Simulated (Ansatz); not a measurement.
The parent structure is BAs in the zinc blende structure (space group F-43m, No. 216; a = 4.809 Å).

Perturbation: full substitution B → Ga; the structure is relaxed again.

Level of theory: PBE, PAW, 420 eV (Ansatz, a first-principles code; without spin-orbit coupling), earlier PAW set.

Base, band edges from the VBM (valence, conduction): X -3.99, 1.46; W -5.07, 5.26; L -1.79, 2.57; Γ 0.00, 3.25; K -3.41, 2.06; U -3.41, 2.06 eV.

**Question.** Give the band edges at the high-symmetry points of the new zone, measured from its valence-band maximum.

**Answer.** 
```tsv
point	valence edge (eV)	conduction edge (eV)
Γ	0.00	0.16
X	-2.51	1.56
U	-2.11	1.99
K	-2.11	1.99
L	-1.07	0.87
W	-3.12	4.40
```

The gap is 0.16 eV, direct at Γ.

No phonon test of stability was made. The zero or small gap of GaAs can change with the level of theory.
